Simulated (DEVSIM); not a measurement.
# Schottky contact on n-type GaAs

Structure: Schottky contact on n-type GaAs, at 350 K.

| layer (left to right) | material | thickness (μm) | Nd (cm⁻³) | τn (s) | τp (s) |
|---|---|---|---|---|---|
| 1 | GaAs | 1.10 | 1.1e15 | 6e-9 | 6e-9 |

Left contact: Schottky, work function 5.02 eV, emission velocity 9.2e6 cm/s. Right contact: ohmic. Voltage is applied to the left contact. Recombination: SRH at mid-gap, radiative. Mobility is μmin + (μ − μmin)/(1 + (N/Nref)^α).

Constants are typed, rounded textbook-type inputs, not results; the design itself was drawn at random and stands for no fabricated device. Values at 300 K; Nc and Nv go as T^1.5, mobilities as T to minus their exponent, the gap by Varshni's rule with the affinity fixed.

| parameter | GaAs |
|---|---|
| gap (eV) | 1.424 |
| affinity (eV) | 4.07 |
| permittivity | 12.9 |
| Nc (cm⁻³) | 4.7e17 |
| Nv (cm⁻³) | 9e18 |
| μn (cm²/Vs) | 8500 |
| μp (cm²/Vs) | 400 |
| μn,min | 500 |
| μp,min | 20 |
| Nref,n | 6e16 |
| Nref,p | 1.5e17 |
| αn | 0.39 |
| αp | 0.38 |
| T exponent of μn | 2.1 |
| T exponent of μp | 2.2 |
| B (cm³/s) | 2e-10 |
| Varshni α (eV/K) | 0.000541 |
| Varshni β (K) | 204 |

Simulated with DEVSIM: 1D drift-diffusion, Boltzmann statistics, complete ionisation; no tunnelling, impact ionisation, image-force lowering or self-heating. Metal contacts follow the ideal Schottky-Mott rule: no Fermi-level pinning, no interface dipoles.

```yaml
potential_step_across_the_device_at_zero_bias: 0.760 V
largest_field_in_the_device_at_zero_bias: 15000 V/cm
Dark forward voltage at 1 A/cm²: 0.545 V
Dark forward voltage at 100 A/cm²: 0.700 V
```

Dark reverse current:

```tsv
V (V)	J (A/cm²)
-0.40	-1.1e-7
-1.00	-1.8e-7
-2.00	-2.4e-7
-3.00	-2.6e-7
-4.00	-2.8e-7
-6.00	-2.9e-7
-8.00	-3.0e-7
-10.00	-3.1e-7
-13.00	-3.1e-7
-16.00	-3.2e-7
-20.00	-3.2e-7
```

Dark forward current:

| V (V) | J (A/cm²) |
|---|---|
| 0.05 | 1.0e-7 |
| 0.10 | 5.4e-7 |
| 0.15 | 2.6e-6 |
| 0.20 | 1.3e-5 |
| 0.25 | 6.5e-5 |
| 0.30 | 0.00033 |
| 0.35 | 0.0017 |
| 0.40 | 0.0089 |
| 0.45 | 0.046 |
| 0.50 | 0.24 |
| 0.55 | 1.2 |
| 0.60 | 5.9 |
| 0.65 | 27 |
| 0.70 | 99 |
| 0.75 | 260 |
| 0.80 | 520 |
| 0.85 | 840 |
| 0.90 | 1200 |
| 0.95 | 1600 |
| 1.00 | 2000 |
| 1.05 | 2400 |
